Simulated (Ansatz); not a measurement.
## Response to strain in CaSe

Start from CaSe in the rock salt structure (space group Fm-3m, No. 225; a = 5.8685 Å). Axes: x, y, z lie along the cube axes.

Strains are applied to the cell and any free atomic positions relax; under biaxial strain the out-of-plane vector relaxes too.

Level of theory: PBEsol, PAW, 420 eV (Ansatz, a program for electronic structure; no SOC).

Candidates:
(a) biaxial strain +2.08 %, plane normal [111], relaxed out of plane
(b) biaxial strain −1.67 %, plane normal [111], relaxed out of plane
(c) biaxial strain +2.50 %, plane normal [111], relaxed out of plane
(d) biaxial strain +0.42 %, plane normal [111], relaxed out of plane

Notes on the quantities. energy relative to the base: free energy F.

**Question.** Order them by energy relative to the base, highest first.

**Answer.** (c) biaxial strain +2.50 %, plane normal [111], relaxed out of plane (+9.1 meV/atom), (a) biaxial strain +2.08 %, plane normal [111], relaxed out of plane (+6.3 meV/atom), (b) biaxial strain −1.67 %, plane normal [111], relaxed out of plane (+4.4 meV/atom), (d) biaxial strain +0.42 %, plane normal [111], relaxed out of plane (+0.3 meV/atom)

Stability against distortions was not tested.
